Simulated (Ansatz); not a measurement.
The starting structures come from a database of crystals and need not be the phases stable at ambient conditions.

# Evanescent states of Si₃N₄ (P31c, 28 atoms a cell, 10.4 Å³ an atom) along the normal of (001)

Method: r2SCAN (plane waves, PAW; Ansatz, a first-principles code).

The gap is the functional's own, uncorrected, and κ follows it; spin-orbit coupling is left out. Mid-gap means the computed energy nearest the middle.

Energies count from the valence-band top; κ is the least over a 6×6 mesh across the current.

```csv
E (eV),κ (1/Å),where
0.12,0.123,off Γ
0.38,0.207,off Γ
0.62,0.259,off Γ
0.88,0.298,off Γ
1.12,0.329,off Γ
1.38,0.352,Γ
1.62,0.368,Γ
1.88,0.382,Γ
2.12,0.385,Γ
2.38,0.386,off Γ
2.62,0.384,off Γ
2.88,0.381,off Γ
3.12,0.376,off Γ
3.38,0.371,off Γ
3.62,0.362,Γ
3.88,0.352,Γ
4.12,0.338,Γ
4.38,0.313,Γ
4.62,0.286,Γ
4.88,0.253,Γ
5.12,0.208,Γ
```

Problem. How thick must the barrier be to attenuate the transmission by 10^4 when the electrodes' Fermi level lies at 1.38 eV, and what attenuation does that film give at 1.12 eV?

Solution. d = 4 ln 10 / (2 × 0.352) = 13.1 Å. At 1.12 eV it gives 4 × 0.329/0.352 = 3.7 decades.
